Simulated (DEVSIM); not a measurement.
Structure: abrupt Si n-p junction, at 300 K.

| layer (left to right) | material | thickness (μm) | Nd (cm⁻³) | Na (cm⁻³) | τn (s) | τp (s) |
|---|---|---|---|---|---|---|
| 1 | Si | 93.0 | 1.2e16 | - | 4e-5 | 4e-5 |
| 2 | Si | 26.0 | - | 2.1e15 | 4e-5 | 4e-5 |

Left contact: ohmic. Right contact: ohmic. Voltage is applied to the left contact. Recombination: SRH at mid-gap, radiative. Mobility is μmin + (μ − μmin)/(1 + (N/Nref)^α).

This is a model device: material constants are rounded textbook-type values typed into the input, and sizes, dopings and lifetimes were drawn at random. Values at 300 K.

```
parameter           Si
-------------  -------
gap (eV)         1.124
affinity (eV)     4.05
permittivity      11.7
Nc (cm⁻³)      2.86e19
Nv (cm⁻³)       3.1e19
μn (cm²/Vs)       1417
μp (cm²/Vs)        470
μn,min              52
μp,min              45
Nref,n          9.7e16
Nref,p          2.2e17
αn                0.68
αp                0.72
B (cm³/s)      4.7e-15
```

Model (solved in DEVSIM): 1D drift-diffusion, Boltzmann statistics, complete ionisation; no tunnelling, impact ionisation, image-force lowering or self-heating.

The thickness of layer 2 was swept, all else fixed.

```csv
thickness of layer 2 (μm),dark forward voltage at 100 A/cm² (V),dark forward voltage at 1 A/cm² (V)
5.2,1.026,0.554
9.1,1.013,0.570
16,1.007,0.585
26,1.015,0.598
44,1.042,0.614
78,1.103,0.631
130,[?],[?]
```

Q: What belongs in the gaps?

A: 
- 130, dark forward voltage at 100 A/cm² (V): 1.198
- 130, dark forward voltage at 1 A/cm² (V): 0.647
